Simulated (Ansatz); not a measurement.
YGe (model structure, started from the TiAs type, P6₃/mmc, No. 194, 8 atoms in the cell): properties by level of theory

```tsv
level (code)	lattice parameter a (Å)	lattice parameter c (Å)	enthalpy of formation (eV/atom)
PBE (Ansatz)	3.910	15.483	-0.627
PBEsol (Ansatz)	3.835	(withheld)	-0.654
PBE-D3(BJ) (Ansatz)	(withheld)	15.455	-0.662
```

Question: Some entries are withheld; supply them.

Answer: 
- PBEsol (Ansatz, a program for electronic structure), lattice parameter c (Å): 15.409
- PBE-D3(BJ) (Ansatz), lattice parameter a (Å): 3.843

Ansatz's density-functional and Hartree–Fock values are scalar-relativistic unless marked +SOC, with PAW data made under PBE.

Computed values are for the static lattice.

A model structure was made by putting elements into a prototype or built by hand; it is no filed structure, need not be a known phase, and can be a saddle point held by its symmetry.
